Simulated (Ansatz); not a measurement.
The starting structures come from a database of crystals and need not be the phases stable at ambient conditions.

Tunnelling through a barrier is set by its complex band structure: the current falls as exp(−2κd) with the smallest κ.

```
CELL_PARAMETERS angstrom
      5.87722     0.00000     0.00000
     -2.93861     5.08983     0.00000
      2.93861     1.69661     4.65477
ATOMIC_POSITIONS crystal
  Ge 0.75000 0.37500 0.87500
  Ge 0.25000 0.37500 0.37500
  Ge 0.75000 0.37500 0.37500
  Ge 0.25000 0.87500 0.37500
  Ge 0.00000 0.00000 0.00000
  Ge 0.50000 0.75000 0.75000
  N  0.76632 0.14948 0.61684
  N  0.26632 0.13316 0.60052
  N  0.76632 0.61684 0.61684
  N  0.26632 0.13316 0.13316
  N  0.23368 0.61684 0.61684
  N  0.73368 0.13316 0.13316
  N  0.23368 0.61684 0.14948
  N  0.73368 0.60052 0.13316
```

Space group of this cell: R-3m. The cell is strained (lengths along the current scaled by 0.97, ions clamped).

Transport runs along the normal of the first two printed cell vectors, the (111) (indices of the unstrained crystal) plane of the conventional cell.

The gap is the functional's own. No spin-orbit coupling. Mid-gap values are interpolated on the energy grid.

Task: State the band gap and the smallest decay constant κ at mid-gap according to Ansatz (a first-principles code) with PBEsol.

Result: Gap 1.79 eV on a 8×8×8 mesh; κ = 0.172 1/Å, at the zone centre.
